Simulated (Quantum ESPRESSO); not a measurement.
The steps of a band-structure calculation for YNiGe (Pnma, 12 atoms in the cell) with Quantum ESPRESSO.

Computed with PBEsol, PSlibrary PAW (PBE) pseudopotentials (plane waves; Quantum ESPRESSO).

Step 1 (scf):

```fortran
&CONTROL
   calculation = 'scf',
   prefix = 'pwscf',
   outdir = './tmp/',
   pseudo_dir = './',
   tprnfor = .true.,
   tstress = .true.,
/
&SYSTEM
   ibrav = 0,
   nat = 12,
   ntyp = 3,
   ecutwfc = 50,
   ecutrho = 350,
   occupations = 'smearing',
   smearing = 'mp',
   degauss = 0.0147,
   input_dft = 'pbesol',
/
&ELECTRONS
   conv_thr = 1.0d-10,
   mixing_beta = 0.3,
/
ATOMIC_SPECIES
Y     88.9058  Y.pbe-spn-kjpaw_psl.1.0.0.UPF
Ni    58.6934  Ni.pbe-n-kjpaw_psl.1.0.0.UPF
Ge    72.6300  Ge.pbe-n-kjpaw_psl.1.0.0.UPF
ATOMIC_POSITIONS {angstrom}
Y     3.51362381    1.05142500    1.50299982
Y     3.40813619    3.15427500    5.74981018
Y     6.86901619    3.15427500    5.12940482
Y     0.05274381    1.05142500    2.12340518
Ni    2.13640122    1.05142500    4.21170677
Ni    4.78535878    3.15427500    3.04110323
Ni    1.32447878    3.15427500    0.58530177
Ni    5.59728122    1.05142500    6.66750823
Ge    4.82868899    1.05142500    4.26914902
Ge    2.09307101    3.15427500    2.98366098
Ge    5.55395101    3.15427500    0.64274402
Ge    1.36780899    1.05142500    6.61006598
K_POINTS {automatic}
3 5 3  0 0 0
CELL_PARAMETERS {angstrom}
   6.92176000     0.00000000     0.00000000
   0.00000000     4.20570000     0.00000000
   0.00000000     0.00000000     7.25281000
```

Step 2 (bands):

```fortran
&CONTROL
   calculation = 'bands',
   prefix = 'pwscf',
   outdir = './tmp/',
   pseudo_dir = './',
   verbosity = 'high',
/
&SYSTEM
   ibrav = 0,
   nat = 12,
   ntyp = 3,
   ecutwfc = 50,
   ecutrho = 350,
   occupations = 'smearing',
   smearing = 'mp',
   degauss = 0.0147,
   nbnd = 62,
   input_dft = 'pbesol',
/
&ELECTRONS
   conv_thr = 1.0d-10,
   startingwfc = 'random',
   diago_thr_init = 1.0d-6,
   diagonalization = 'cg',
/
ATOMIC_SPECIES
Y     88.9058  Y.pbe-spn-kjpaw_psl.1.0.0.UPF
Ni    58.6934  Ni.pbe-n-kjpaw_psl.1.0.0.UPF
Ge    72.6300  Ge.pbe-n-kjpaw_psl.1.0.0.UPF
ATOMIC_POSITIONS {angstrom}
Y     3.51362381    1.05142500    1.50299982
Y     3.40813619    3.15427500    5.74981018
Y     6.86901619    3.15427500    5.12940482
Y     0.05274381    1.05142500    2.12340518
Ni    2.13640122    1.05142500    4.21170677
Ni    4.78535878    3.15427500    3.04110323
Ni    1.32447878    3.15427500    0.58530177
Ni    5.59728122    1.05142500    6.66750823
Ge    4.82868899    1.05142500    4.26914902
Ge    2.09307101    3.15427500    2.98366098
Ge    5.55395101    3.15427500    0.64274402
Ge    1.36780899    1.05142500    6.61006598
K_POINTS {crystal_b}
16
  0.00000000   0.00000000   0.00000000   7  ! G
  0.00000000  -0.50000000   0.00000000   5  ! X
 -0.50000000  -0.50000000   0.00000000   7  ! S
 -0.50000000   0.00000000   0.00000000   5  ! Y
  0.00000000   0.00000000   0.00000000   4  ! G
  0.00000000   0.00000000  -0.50000000   7  ! Z
  0.00000000  -0.50000000  -0.50000000   5  ! U
 -0.50000000  -0.50000000  -0.50000000   7  ! R
 -0.50000000   0.00000000  -0.50000000   5  ! T
  0.00000000   0.00000000  -0.50000000   1  ! Z
 -0.50000000   0.00000000   0.00000000   4  ! Y
 -0.50000000   0.00000000  -0.50000000   1  ! T
  0.00000000  -0.50000000  -0.50000000   4  ! U
  0.00000000  -0.50000000   0.00000000   1  ! X
 -0.50000000  -0.50000000   0.00000000   4  ! S
 -0.50000000  -0.50000000  -0.50000000   1  ! R
CELL_PARAMETERS {angstrom}
   6.92176000     0.00000000     0.00000000
   0.00000000     4.20570000     0.00000000
   0.00000000     0.00000000     7.25281000
```

Step 3 (bands.x):

```fortran
&BANDS
   prefix = 'pwscf',
   outdir = './tmp/',
   filband = 'bands.dat',
   lsym = .false.,
/
```

Output of bands (abridged):

```
     file Y.pbe-spn-kjpaw_psl.1.0.0.UPF: wavefunction(s)  4S 4P renormalized
     file Ni.pbe-n-kjpaw_psl.1.0.0.UPF: wavefunction(s)  4S 3D renormalized

     Atomic positions and unit cell read from directory:
     ./tmp/pwscf.save/

     Message from routine setup:
     using ibrav=0 with symmetry is DISCOURAGED, use correct ibrav instead
     G-vector sticks info
     --------------------
   [... lines left out ...]
     unit-cell volume          =    1424.8125 (a.u.)^3
   [... lines left out ...]

          k = 0.0000 0.0000 0.0000 (  8507 PWs)   bands (ev):

   -30.5683 -30.5496 -30.5372 -30.5193 -10.9190 -10.8591 -10.8047 -10.7410
   -10.6522 -10.5987 -10.5889 -10.5799 -10.5561 -10.5292 -10.4990 -10.4663
     1.1875   2.8192   2.9946   3.1970   6.4698   7.0584   7.9852   8.0766
     8.1017   8.1861   8.7538   8.7937   8.8114   8.9466   8.9638   9.0938
     9.4049   9.4918   9.5596   9.6102   9.7041   9.7511   9.8396   9.8651
     9.9527   9.9690  10.0652  10.5222  10.5350  10.7282  10.8447  10.9096
    11.4132  12.0362  12.1761  12.9867  13.1244  13.3266  13.3689  13.5714
    13.8140  13.8449  13.9873  14.0778  14.6136  14.8087

          k = 0.0000-0.1176 0.0000 (  8488 PWs)   bands (ev):

   -30.5679 -30.5496 -30.5368 -30.5194 -10.9172 -10.8588 -10.8020 -10.7393
   -10.6587 -10.6121 -10.5850 -10.5806 -10.5555 -10.5335 -10.4982 -10.4663
     1.2327   2.8309   3.0164   3.1938   6.5185   7.0599   7.9324   8.0272
     8.1004   8.2864   8.7212   8.7678   8.7962   8.8006   9.0182   9.2035
     9.3662   9.5211   9.5701   9.6219   9.6569   9.7157   9.8757   9.8918
     9.9615   9.9702  10.0576  10.5190  10.5686  10.6668  10.6866  10.8250
    11.3618  12.1466  12.2311  12.8077  12.8779  13.0855  13.1439  13.6357
    13.9611  13.9747  14.1015  14.3395  14.6436  14.6558

   [... 66 blocks of this kind left out ...]
```

Output of bands.x (abridged):

```
     Reading xml data from directory:

     ./tmp/pwscf.save/
     file Y.pbe-spn-kjpaw_psl.1.0.0.UPF: wavefunction(s)  4S 4P renormalized
     file Ni.pbe-n-kjpaw_psl.1.0.0.UPF: wavefunction(s)  4S 3D renormalized

     G-vector sticks info
     --------------------
     sticks:   dense  smooth     PW     G-vecs:    dense   smooth      PW
     Sum        2899    1661    477               157551    68081   10509

     Reading collected, re-writing distributed wavefunctions
     high-symmetry point:  0.0000 0.0000 0.0000   x coordinate   0.0000
     high-symmetry point:  0.0000-0.8229 0.0000   x coordinate   0.8229
     high-symmetry point: -0.5000-0.8229 0.0000   x coordinate   1.3229
     high-symmetry point: -0.5000 0.0000 0.0000   x coordinate   2.1458
     high-symmetry point:  0.0000 0.0000 0.0000   x coordinate   2.6458
     high-symmetry point:  0.0000 0.0000-0.4772   x coordinate   3.1230
   [... 5 lines left out ...]
     high-symmetry point: -0.5000 0.0000-0.4772   x coordinate   6.2460
     high-symmetry point:  0.0000-0.8229-0.4772   x coordinate   6.2460
     high-symmetry point:  0.0000-0.8229 0.0000   x coordinate   6.7231
     high-symmetry point: -0.5000-0.8229 0.0000   x coordinate   7.2231
     high-symmetry point: -0.5000-0.8229-0.4772   x coordinate   7.7003

     Plottable bands (eV) written to file bands.dat.gnu
     Bands written to file bands.dat

   JOB DONE.
```

The starting cell comes from a database of computed structures (which also holds hypothetical and non-ambient phases and stackings), without a prior relaxation at this level. Spin polarisation is off.
